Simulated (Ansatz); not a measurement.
Base system: GaSb in the zinc blende structure (space group F-43m, No. 216; a = 6.1324 Å).

Calculations: Ansatz (a quantum-chemistry and plane-wave program) r2SCAN, no spin-orbit coupling.

For the base:

| Quantity | Result |
|---|---|
| Pressure | 0.01 GPa |

Now apply this change: every lattice vector is stretched by 1.50 %; the atoms relax in the strained cell.

Q: How does this affect the energy relative to the base and pressure?

A: The energy rises by 9.1 meV/atom; the pressure drops by 2.134 GPa to -2.13 GPa.

Whether these cells are dynamically stable was not tested.
